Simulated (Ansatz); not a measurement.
System: CsCl-type AuZn (cubic form, which distorts at low temperature). Method: r²SCANh (Ansatz, a first-principles code, plane waves, PAW).

Settings: plane-wave cutoff 520 eV, 8×8×8 k mesh, Fermi–Dirac smearing 0.05 eV, scalar-relativistic PAW data made under PBE.

Equation-of-state points:

```tsv
V (Å³/atom)	E − E_lowest (meV/atom)
14.824	18.77
15.214	4.53
15.415	1.07
15.604	0.00
15.994	3.74
16.384	14.53
```

### Question
What bulk modulus B0 and pressure derivative B′ does a third-order Birch–Murnaghan fit give?

### Answer
V0 = 15.612 Å³/atom, B0 = 135 GPa, B′ = 5.4 (fit to the energies at full precision).

Measured, for comparison: bulk modulus 131 GPa (temperature not stated, no zero-point or thermal correction; as tabulated in Nepal et al. (2020), arXiv:2007.11150). Computed (rounded) less measured: bulk modulus +3 %. A static lattice is as a rule a little smaller and stiffer than an uncorrected measurement, which narrows the difference in the bulk modulus and would widen misses of the other sign.

Note: symmetry holds this phase in the static calculation, where it need not be a minimum.

Spin–orbit coupling is not included; it can shift volumes and moduli of such heavy elements.

The computed numbers hold no vibrational or temperature effects.
